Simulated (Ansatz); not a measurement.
The starting structures come from a database of crystals and need not be the phases stable at ambient conditions.

 Where the default PAW files enter, the runs use the earlier of Ansatz's two default sets.

Evanescent states of Li2ZnCl4 (Fd-3m, spinel, not sure to be the ambient phase, 14 atoms a cell, 19.4 Å³ an atom) along the normal of (001)

Calculation: r2SCAN (plane waves, PAW; Ansatz, a first-principles code).

The gap is the functional's own. No spin-orbit coupling. Mid-gap values are interpolated on the energy grid.

Energies count from the valence-band top; κ is the least over a 4×4 mesh across the current.

```
E (eV)  κ (1/Å)  where
------  -------  -----
0.12      0.134      Γ
0.34      0.224      Γ
0.57      0.278      Γ
0.81      0.317      Γ
1.03      0.346      Γ
1.26      0.366      Γ
1.50      0.381      Γ
1.73      0.391      Γ
1.96      0.396      Γ
2.19      0.397      Γ
2.42      0.395      Γ
2.65      0.390      Γ
2.88      0.384      Γ
3.10      0.373      Γ
3.33      0.359      Γ
3.56      0.341      Γ
3.79      0.320      Γ
4.03      0.293      Γ
4.25      0.261      Γ
4.49      0.219      Γ
4.71      0.161      Γ
4.95      0.038      Γ
```

Task: How thick must the barrier be to attenuate the transmission by 10^8 when the electrodes' Fermi level lies at 1.96 eV, and what attenuation does that film give at 3.56 eV?

Result: d = 8 ln 10 / (2 × 0.396) = 23.3 Å. At 3.56 eV it gives 8 × 0.341/0.396 = 6.9 decades.
